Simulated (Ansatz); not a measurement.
The starting structures come from a database of crystals and need not be the phases stable at ambient conditions.

The decay constant κ of evanescent states in the gap governs leakage through a thin film.

Input:

```xyz
16
Lattice="5.9938 0.0000 0.0000 0.0000 6.7066 0.0000 0.0000 -1.9394 8.6490" Properties=species:S:1:pos:R:3 pbc="T T T"
K      1.4984     3.5772     4.6011
K      4.4953     1.1900     4.0479
K      4.4953    -0.2786     8.6216
K      1.4984     5.0458     0.0274
K      4.4953     4.6976     2.4070
K      1.4984     0.0696     6.2420
V      1.4984     1.6332     1.8084
V      4.4953     3.1340     6.8406
S      1.4984    -0.2851     3.0068
S      4.4953     5.0523     5.6423
O      4.4953     3.5033     8.5240
O      1.4984     1.2639     0.1251
O      0.0965     2.5456     2.2289
O      5.8973     2.2217     6.4202
O      3.0934     2.2217     6.4202
O      2.9004     2.5456     2.2289
```

Space group of this cell: P2_1/m. The cell is taken as given; by r2SCAN its mean pressure is -3.3 GPa.

Transport runs along the normal of the first two printed cell vectors.

The gap is the functional's own. No spin-orbit coupling. Mid-gap values are interpolated on the energy grid.

Give the band gap and the smallest decay constant κ at mid-gap that r2SCAN in Ansatz (a first-principles code) yields.

Gap 3.22 eV on a 6×6×4 mesh; κ = 0.511 1/Å, at the zone centre.
